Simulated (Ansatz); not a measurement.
**LiNbO3, pressure series**

The reference is LiNbO₃ (space group R3c, No. 161).

LiNbO$_{3}$ has the trigonal space group R3c, hexagonal axes (No. 161), Pearson symbol hR10. Conventional cell: a = b = 5.137 Å, c = 13.887 Å, α = β = 90.00°, γ = 120.00°. Li on 6a is coordinated by 3 O at 2.050 Å and 3 O at 2.238 Å. Nb on 6a has 3 O at 1.878 Å and 3 O at 2.137 Å (octahedral). O on 18b has 1 Nb at 1.878 Å and 1 Nb at 2.137 Å and 1 Li at 2.050 Å and 1 Li at 2.238 Å. (Neighbours: up to the widest gap in distance over summed covalent radii, below 1.35, at either atom; cation-cation and far metal-metal contacts left out.)
(The calculation used a cell of 10 atoms; values per cell refer to that cell.)

Cell and atoms are relaxed at each pressure.

Method: plane-wave PAW DFT at the r2SCAN level (Ansatz, a program for electronic structure, 500 eV), spin-orbit coupling left out, earlier PAW set.

Notes on the quantities. band gap: an upper bound: an edge found on the path is not a true extremum; the base alone.

```csv
case,density,c/a ratio,band gap
base,4.64 g/cm³,2.703,4.01 eV
pressure −2 GPa,4.56 g/cm³,2.699,4.00 eV
pressure −1 GPa,___,___,4.00 eV
pressure 15 GPa,5.14 g/cm³,2.721,4.13 eV
pressure 22.5 GPa,5.34 g/cm³,2.722,4.14 eV
pressure 30 GPa,5.54 g/cm³,2.716,4.11 eV
```

Q: What belongs in the blanks?

A: 
- pressure −1 GPa, density: 4.60 g/cm³
- pressure −1 GPa, c/a ratio: 2.701

Load acts through the strain it causes; cell and atoms are relaxed under it. Stability against distortions was not tested. No other phases were tried under pressure.
